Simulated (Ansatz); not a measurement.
Base system: WSi$_{2}$ (space group I4/mmm, No. 139; a = 3.1853 Å, c = 7.7731 Å; relaxed with 0.1 eV smearing).

Level of theory: LDA (Ansatz, a program for electronic structure), no spin-orbit coupling.

Base values:

```
Quantity   Result
--------  -------
Pressure  0.0 GPa
```

One thing is altered: an isotropic linear strain of +2.50 %; the atoms relax in the strained cell.

### Question
How does this affect the energy relative to the base?

### Answer
The energy goes up by 51 meV/atom.

### Question
Predict the new largest internal atomic displacement.

### Answer
The largest internal atomic displacement comes out as 0.011 Å.

### Question
Predict the new pressure.

### Answer
The pressure (mean of the normal stresses, compression positive) goes from zero to -15.0 GPa.

No phonon test of stability was made. All final runs are without spin polarisation.
